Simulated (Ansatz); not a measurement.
The boundary is one mirror-built cell; no search for the lowest one was made.

The numbers are results of PBE (plane waves, PAW; Ansatz, a quantum-chemistry and plane-wave program), not measurements.

The resistance of the junction is A R = A (h/e²)[1/T − 1/(2N₁) − 1/(2N₂)] a spin, with T the transmission and N₁, N₂ the leads' channels in a cell of area A; the spins conduct in parallel.

Values are means of three energies within 0.05 eV of the Fermi level, on a potential converged at a Fermi-Dirac width of 0.05 eV. Resistances leave out the leads' Sharvin resistance. Spin-orbit coupling is left out.

```
junction                                                                                     AR (10⁻¹⁵ Ω m²)
-------------------------------------------------------------------------------------------  ---------------
Σ5 (310) symmetric tilt boundary in bcc W                                                                1.1
Σ5 (310) symmetric tilt boundary in bcc W, with one C atom a cell (16.0 Å²) in the boundary                …
Σ5 (310) symmetric tilt boundary in bcc W, with one O atom a cell (16.0 Å²) in the boundary              1.6
Σ5 (310) symmetric tilt boundary in bcc W, with one F atom a cell (16.0 Å²) in the boundary              1.5
```

### Question
What belongs in the gaps?

### Answer

- Σ5 (310) symmetric tilt boundary in bcc W, with one C atom a cell (16.0 Å²) in the boundary, AR (10⁻¹⁵ Ω m²): 2.2
